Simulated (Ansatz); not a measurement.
Start from BeSe in the zinc blende structure (space group F-43m, No. 216; a = 5.082 Å). Axes: x, y, z lie along the cube axes.

Level of theory: LDA/PAW in Ansatz (an electronic-structure program), without spin-orbit coupling.

Before the change:

Band gap: 2.40 eV
Pressure: -0.01 GPa
Valence-band top at Γ: 0.00, 0.00, 0.00 eV

It is then changed as follows: biaxial strain +2.08 %, plane normal [111], relaxed out of plane (Cartesian); in-plane vectors clamped, the third vector and the atoms free.

What happens to the band gap, pressure, hole mass and valence-band top at Γ?

The band gap drops by 0.08 eV to 2.32 eV; the pressure (mean of the normal stresses, compression positive) falls by 2.547 GPa to -2.55 GPa; the hole mass is 0.16 mₑ out of plane, 0.91 mₑ in plane (at Γ); the valence-band top at Γ (three highest levels, from the VBM) goes from 0.00, 0.00, 0.00 eV to 0.00, -0.21, -0.21 eV.

Masses are band curvatures over ±0.01 Å⁻¹ around the edge. Stability against distortions was not tested.
